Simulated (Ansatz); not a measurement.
Cu interstitial in alpha quartz (start: void with 4O nearest, no. 2; 243-site cell, Γ-point sampling). All values below come from PBE, PAW (plane waves to 420 eV; Ansatz, a first-principles code). Total energies of the localised charge states, counted from that of charge +1, and their image corrections (point charge with alignment); the host's valence-band maximum lies at 1.990 eV on the cells' energy zero and its gap is 5.68 eV.

| charge | moment (μB) | E − E(first) (eV) | correction (eV) |
|---|---|---|---|
| +1 | not spin-polarised | 0.000 | 0.361 |
| 0 | 1.0 | 7.193 | 0.003 |

### Question
Derive the transition levels above the valence-band maximum and say which of them are thermodynamic.

### Answer
A level is the Fermi energy at which two charges have equal formation energy: ε(q/q′) = [E(q′) + corr(q′) − E(q) − corr(q)] / (q − q′) − E_VBM.
ε(+1/0) = [(7.193 + 0.003) − (0.000 + 0.361)] / 1 − 1.990 = 4.84 eV
Thermodynamic levels at least 0.1 eV inside the gap: (+1/0) at 4.84 eV. They hold to tenths of an eV in this cell. Charges with a result: +2, +1, 0. Others weren't obtained, and one of them could lie lower, also by skipping a charge. Charge +2 has its level within 0.1 eV of a band edge or past it. The geometries come from one start. Flagged in the runs: a host whose relaxation on this sampling wasn't shown to rest, a strain field that reaches the edge of the cell, zone-centre sampling.
